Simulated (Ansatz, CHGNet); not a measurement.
## Formation enthalpy of A15 Mo3Si: levels of theory against measurement

Reference value: -0.324 eV/atom (measured, 298 K, copied from a table, unchecked, no zero-point or thermal correction; as tabulated in the CRC Handbook).

| level (code) | value (eV/atom) | difference (eV/atom) |
|---|---|---|
| CHGNet-r²SCAN (CHGNet) | -0.354 | -0.030 |
| LDA (Ansatz) | -0.368 | -0.044 |
| PBE (Ansatz) | -0.319 | +0.005 |
| r²SCAN (Ansatz) | -0.330 | -0.006 |
| HSE06 (Ansatz) | -0.350 | -0.026 |

With a margin of 0.050 eV/atom (twice that across the reference) picked here for doubts on the reference and the settings, and for temperature and zero-point motion, these levels can't be ranked. Within 0.1 eV/atom: CHGNet-r²SCAN, LDA, PBE, r²SCAN, HSE06. The least costly first-principles kind among them: DFT without exact exchange (LDA, PBE, r²SCAN).

The reference has no zero-point or thermal correction, while the calculations are for a static lattice, so the differences are not the levels' errors alone.  HSE06: the run has no spin polarisation, so it can have missed a magnetic state. Each level is taken at its own relaxed cell. Ansatz's density-functional and Hartree–Fock values are scalar-relativistic unless marked +SOC, with PAW data made under PBE.

Machine-learned potentials (CHGNet-r²SCAN) are trained on DFT data, which may include these solids.

Differences are worked out from the printed values.

Ansatz is a program for electronic structure.
